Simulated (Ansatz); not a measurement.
For MgZn2 (P6₃/mmc, No. 194), LDA (Ansatz, a quantum-chemistry and plane-wave program, plane waves, PAW) gives:

```
Item                          Value
-------------------  --------------
lattice constant a          5.046 Å
lattice parameter c         8.253 Å
bulk modulus B0            82.3 GPa
cohesive energy        2.00 eV/atom
formation enthalpy   -0.160 eV/atom
```

Question: What does r²SCAN (plane waves, PAW; Ansatz) give for the same quantities?

Answer: 
- lattice constant a: 5.135 Å (goes up by 1.8 %)
- lattice parameter c: 8.409 Å (grows by 1.9 %)
- bulk modulus: 75.0 GPa (shrinks by 8.9 %)
- cohesive energy: 1.71 eV/atom (decreases by 0.29 eV/atom)
- formation enthalpy: -0.161 eV/atom (moves by -0.001 eV/atom)

Changes are worked out from the printed values.

Unless a cell is named, each level is at its own relaxed cell (LDA 15.16, r²SCAN 16.00 Å³/atom).

Ansatz's density-functional and Hartree–Fock values are scalar-relativistic unless marked +SOC, with PAW data made under PBE.
